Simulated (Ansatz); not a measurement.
**CsSnI3: isotropic strain −5.83 %**

The parent structure is CsSnI$_{3}$ in the cubic perovskite structure (space group Pm-3m, No. 221; a = 6.224 Å).

It is then changed as follows: an isotropic linear strain of −5.83 %; the atoms relax in the strained cell.

Calculations: Ansatz (a quantum-chemistry and plane-wave program) r2SCAN, no spin-orbit coupling. k-mesh 6×6×6 (Γ-centred); smearing 0.05 eV (Fermi–Dirac).

- Volume per atom: 40.28 Å³ (base 48.23 Å³)
- Space group: Pm-3m (No. 221) (base Pm-3m (No. 221))
- Shortest interatomic distance: 2.931 Å (base 3.112 Å)
- Energy relative to the base (free energy F): +99 meV/atom
- Pressure: 4.8 GPa (base 0.0 GPa)
- Band gap: zero (base 0.46 eV)

Cost of the whole job for the changed cell (relaxation, final SCF and bands): around 100 core-seconds (rough).

A case with no gap was solved on a k-mesh chosen for an insulator, which is coarse for it. Spin-orbit coupling, missing from the scalar runs, can matter with I. Stability against distortions was not tested. The final runs are not spin-polarised. Many cubic perovskites are stable only at high temperature; tilts and polar distortions were not tested. A zero or small gap of CsSnI3 under isotropic strain −5.83 % can be the functional's error rather than a property of the material.
